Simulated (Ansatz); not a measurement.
Crystal: CaO (Fm-3m, rock salt, 2 atoms a cell, 13.9 Å³ an atom); both levels run on this one cell.

Complex bands along the normal of (111) by Ansatz (plane waves, PAW, no spin-orbit coupling). r2SCAN gives a gap of 4.20 eV and a slowest mid-gap decay of 0.387 1/Å.

Question: What does PBE give on the same cell, and what does that do to the current through 2 nm?

Answer: Gap 3.66 eV, κ = 0.355 1/Å. The mid-gap transmission through 2 nm changes by exp(2 × 20 × (0.387 − 0.355)) = a factor of 3.6 against r2SCAN.

Ansatz is a quantum-chemistry and plane-wave program.
